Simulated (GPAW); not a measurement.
Worked example: self-consistent single point of HfC (I4mm, 2 atoms in the cell) in GPAW.

Level of theory: LDA (Perdew-Wang 92), real-space grid, GPAW PAW datasets LDA (gpaw-data 1.0.1) (GPAW).

```
HfC
1.0
    0.00000     2.33160     2.33160
    2.33160     0.00000     2.33160
    2.33160     2.33160     0.00000
Hf C
1 1
Direct
  0.01072   0.01072   0.98928
  0.50000   0.50000   0.50000
```

Reference input (self-consistent single point, DFT LDA (Perdew-Wang 92), real-space grid, GPAW PAW datasets LDA (gpaw-data 1.0.1)): mode = fd; h = 0.2 Å; xc = LDA; kpts = 6 6 6; mesh shift (steps) = 0 0 0; occupations.name = fermi-dirac; occupations.width = 0.1 eV; nbands = -6; convergence.density = 1e-05 e/electron; convergence.energy = 1e-05 eV/electron; symmetry.symmorphic = false; symmetry.tolerance = 0.0005. This run's input differs from it in these lines:

```diff
@@ -14,3 +14,3 @@
             xc='LDA',
-            kpts={'size': (6, 6, 6), 'gamma': True},
+            kpts=(9, 9, 9),
             occupations={'name': 'fermi-dirac', 'width': 0.1},
```

Log, with long lists cut:

```
     iter     time        total  log10-change:
                         energy   eigst   dens
iter:   1 --:--:--   -22.488736
iter:   2 --:--:--   -21.859004   -0.92  -0.84
iter:   3 --:--:--   -20.456504   -0.56  -0.91
iter:   4 --:--:--   -20.462153   -1.66  -1.43
iter:   5 --:--:--   -20.478642   -1.87  -1.52
iter:   6 --:--:--   -20.475433   -2.54  -2.20
iter:   7 --:--:--   -20.477703   -3.27  -2.62
iter:   8 --:--:--   -20.473049   -3.08  -2.52
iter:   9 --:--:--   -20.473038   -3.92  -3.25
iter:  10 --:--:--   -20.473184c  -4.10  -3.61
iter:  11 --:--:--   -20.473052c  -4.44  -3.24
iter:  12 --:--:--   -20.473046c  -6.27  -3.87
iter:  13 --:--:--   -20.473046c  -6.86  -4.42
iter:  14 --:--:--   -20.473046c  -8.05c -4.53
iter:  15 --:--:--   -20.473046c  -7.95c -4.57
iter:  16 --:--:--   -20.473046c  -6.73  -4.62
iter:  17 --:--:--   -20.473046c  -7.34  -4.44
iter:  18 --:--:--   -20.473046c  -8.05c -4.92
iter:  19 --:--:--   -20.473046c  -8.94c -5.06c
Converged after 19 iterations.

Dipole moment: (-1.562898, -1.562898, -2.362825) |e|*Ang

Energy contributions relative to reference atoms: (reference = -410660.131026)

Kinetic:        +15.426450
Potential:      -17.108182
External:        +0.000000
XC:             -18.872998
Entropy (-ST):   -0.011103
Local:           +0.087235
SIC:             +0.000000
--------------------------
Free energy:    -20.478598
Extrapolated:   -20.473046

Showing only first 2 kpts
 Kpt  Band  Eigenvalues  Occupancy
  0     6     11.34096    0.00046
  0     7     11.46772    0.00013
  0     8     11.81553    0.00000
  0     9     12.01848    0.00000

  1     6     10.51124    0.96161
  1     7     10.59544    0.57041
  1     8     11.34266    0.00045
  1     9     13.23103    0.00000

Fermi level: 10.50356

No gap
No difference between direct/indirect transitions
Energy (eV): -20.473046

Forces in eV/Ang:
  0 Hf    0.00000    0.00000   -0.34218
  1 C     0.00000    0.00000    0.33908
```

The run converged in 19 iterations. Against the reference run the free energy goes down by 3.6 meV/atom and the largest force goes from 0.316 to 0.342 eV/Å.

The starting cell has typed, rounded lattice constants, without a prior relaxation at this level. Its lattice was rescaled by up to half a per cent. One atom was moved a little off its site on purpose.

Cost on one core of a shared machine: roughly 40 s.
